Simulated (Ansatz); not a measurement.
Fluorite PtAl₂ was calculated with PBE-D3(BJ) in Ansatz (plane waves, PAW).

Numerical settings: plane-wave cutoff 520 eV, 20×20×20 k mesh, Fermi–Dirac smearing 0.092 eV (set by the program), scalar-relativistic PAW data made under PBE.

Computed at the level's own relaxed cell.

Problem. What does this level give for the Voigt–Reuss–Hill bulk modulus, Poisson ratio and Young modulus?

Solution. 
* **Voigt–Reuss–Hill bulk modulus**: 140 GPa
* **Poisson ratio**: 0.371
* **Young modulus**: 109 GPa

Note: the dispersion coefficients are held fixed in the derivatives.

Elastic constants are with the ions relaxed.

Spin–orbit coupling is not included.

Computed values are for the static lattice.

Ansatz is a program for electronic structure.
